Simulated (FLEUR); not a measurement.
A self-consistent single point of BaS (Fm-3m, 2 atoms in the cell) with FLEUR.

Level of theory: PBE, all-electron FLAPW (FLEUR), scalar-relativistic valence in FLEUR.

```yaml
crystal:
  lattice:
    - [0.00000, 3.19500, 3.19500]
    - [3.19500, 0.00000, 3.19500]
    - [3.19500, 3.19500, 0.00000]
  atoms:
    - { symbol: Ba, position: [0.00000, 0.00000, 0.00000] }
    - { symbol: S, position: [0.50000, 0.50000, 0.50000] }
```

Reference input (self-consistent single point, DFT, PBE, all-electron FLAPW (FLEUR), scalar-relativistic valence): Kmax = 3.8 1/bohr; GmaxXC = 11.4 1/bohr; xcFunctional = pbe; jspins = 1; l_soc = F; mode = hist; fermiSmearingEnergy = 0.00036749 Htr; mesh (inpgen div1-3) = 7 7 7; inpgen gamma flag = false; Gmax = 11.4 1/bohr; numbands = 0; maxIterBroyd = 25. This run's input differs from it in these lines:

```diff
@@ -14,3 +14,3 @@
 &comp jspins=1 /
-&kpt div1=7 div2=7 div3=7 /
+&kpt div1=3 div2=3 div3=3 /
 &end /
```

Output, abridged:

```
 Iteration:     1   Distance:       6.32233922 me/bohr^3
 Iteration:     2   Distance:       5.60053517 me/bohr^3
 Iteration:     3   Distance:       2.47018503 me/bohr^3
 Iteration:     4   Distance:       1.56449579 me/bohr^3
 Iteration:     5   Distance:       0.50637055 me/bohr^3
   [... 6 lines left out ...]
 Iteration:    12   Distance:       0.00030692 me/bohr^3
 Iteration:    13   Distance:       0.00004715 me/bohr^3
 Iteration:    14   Distance:       0.00003204 me/bohr^3
 Iteration:    15   Distance:       0.00000887 me/bohr^3
 Run finished successfully
 Stop message:
   Structural relaxation: Done

[file out, last iteration]
             iter=     16
[...]
          total density-effective poten   -1.4320903056E+04
          total charge density-energy d   -2.2409446969E+02
 Updated energy parameters for spin:           1
[...]
 fermi energy and band-weighting factors:

[...]
FERMIE:
          first approx. to ef    (T=0)  :   0.186200 htr   (energy of the highest occ. eigenvalue)
          number of occ. states  (T=0)  :         32
          first approx. to seigv (T=0)  :  -2.305941 htr
          sum of weights of occ. states :   8.000000
          sum of semicore charge        :   0.000000 e
FERHIS:  Fermi-Energy by histogram:
          bandgap                     :   0.091778 htr
   [... lines left out ...]
          charge neutrality (T=0)     :   0.000000    (zero if the highest occ. eigenvalue is "entirely" occupied)
 Direct bandgap for spin            1 :    9.6998282144097031E-002  Htr
 ---->    free energy=                     -8538.7301668807 htr
   [... lines left out ...]
      extrapolation for T->0
 ---->    total electron energy=           -8538.7301668807 htr
 ***** TOTAL FORCES ON ATOMS *****
 TOTAL FORCE FOR ATOM TYPE=  1  X=  0.000   Y=  0.000   Z=  0.000
                       FX_TOT= 0.000000 FY_TOT= 0.000000 FZ_TOT= 0.000000
 TOTAL FORCE FOR ATOM TYPE=  2  X=  6.038   Y=  6.038   Z=  6.038
                       FX_TOT= 0.000000 FY_TOT= 0.000000 FZ_TOT= 0.000000
 Structural relaxation: Done
```

The run converged in 15 iterations. FLEUR gives forces in its relaxation mode, with a further iteration, so its stop message speaks of a relaxation. Against the reference run the free energy rises by 14.1 meV/atom and the gap on the mesh goes from 2.267 to 2.497 eV.

The starting cell has typed, rounded lattice constants, without a prior relaxation at this level. Values depend on the basis (sphere radii, cutoffs, local orbitals), which need not be converged. Another mesh or the band path of this cell gives a smaller gap, so this value is not converged in the mesh.
